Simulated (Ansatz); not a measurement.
Start from SiC in the wurtzite structure (space group P6_3mc, No. 186; a = 3.0760 Å, c = 5.0478 Å). Axes: x lies along a and z along c of the hexagonal cell.

All numbers come from PBEsol in Ansatz (plane waves to 420 eV, PAW, scalar-relativistic without spin-orbit coupling).

Base values:

| Quantity | Result |
|---|---|
| Pressure | 0.0 kbar |
| Valence-band top at Γ | 0.00, 0.00, -0.11 eV |

The change: uniaxial strain ε_zz = +2.40 %, all other strain components held at zero, atoms relaxed at fixed cell.

### Question
How does this affect the pressure, energy relative to the base and valence-band top at Γ?

### Answer
The pressure (mean of the normal stresses, compression positive) goes from zero to -49.2 kbar; the energy rises by 9.8 meV/atom; the valence-band top at Γ (three highest levels, from the VBM) becomes 0.00, 0.00, -0.33 eV (base: 0.00, 0.00, -0.11 eV).

The levels and masses belong to the bands next to the band gap. Whether these cells are dynamically stable was not tested.

Ansatz is a program for electronic structure.
